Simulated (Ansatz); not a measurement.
## RuAl (model structure, Fm-3m, No. 225, 2 atoms in the cell)

These are r²SCAN (plane waves, PAW; Ansatz, a quantum-chemistry and plane-wave program) values and carry that method's errors.

Numerical settings: plane-wave cutoff 560 eV, 20×20×20 k mesh, Fermi–Dirac smearing 0.05 eV, no spin polarisation, scalar-relativistic PAW data made under PBE.

Cell (relaxed at this level):

```xyz
2
Lattice="0.0000 2.4688 2.4688 2.4688 0.0000 2.4688 2.4688 2.4688 0.0000" Properties=species:S:1:pos:R:3 pbc="T T T"
Ru     0.0000     0.0000     0.0000
Al     2.4688     2.4688     2.4688
```

```
Item           Result
------------  -------
bulk modulus  155 GPa
```

Note: the run has no spin polarisation, so it can have missed a magnetic state; the bulk modulus is −V dP/dV from two relaxed cells at ±2 % in volume; the relaxation could raise the start's symmetry but not lower it, so the cell can be a saddle point.

A model structure was made by putting elements into a prototype or built by hand; it is no filed structure, need not be a known phase, and can be a saddle point held by its symmetry.
